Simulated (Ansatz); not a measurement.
Input:

```
ZrS2
1.0
    3.64865     0.00000     0.00000
   -1.82433     3.15983     0.00000
    0.00000     0.00000    18.94732
Zr S
1 2
Cartesian
  0.00000   0.00000   9.47366
  0.00000   2.10655  10.93888
  1.82433   1.05328   8.00844
```

These are PBE, rigid bands (plane waves, PAW, scalar-relativistic; Ansatz, a quantum-chemistry and plane-wave program) values and carry that method's errors. Condition of this run: biaxial strain -1 %. Cell: cell and atoms relaxed with PBE, then loaded as said.

Question: Predict the hole conductivity mass (n e² τ/σ) at 300 K, by direction if it differs.

Answer: 0.32 mₑ.

Question: Predict the electron conductivity mass (n e² τ/σ) at 300 K, by direction if it differs.

Answer: 0.50 mₑ.

Question: And the band gap?

Answer: 1.09 eV at this level; semilocal functionals usually fall short of the measured gap.

Rigid bands, one relaxation time for all states, no polarons. Spin-orbit coupling is left out; where it splits the top of the valence band it changes the hole mass and lowers the gap by about a third of the splitting.

Model free-standing layer, not matched to a measured one here: monolayer ZrS2.
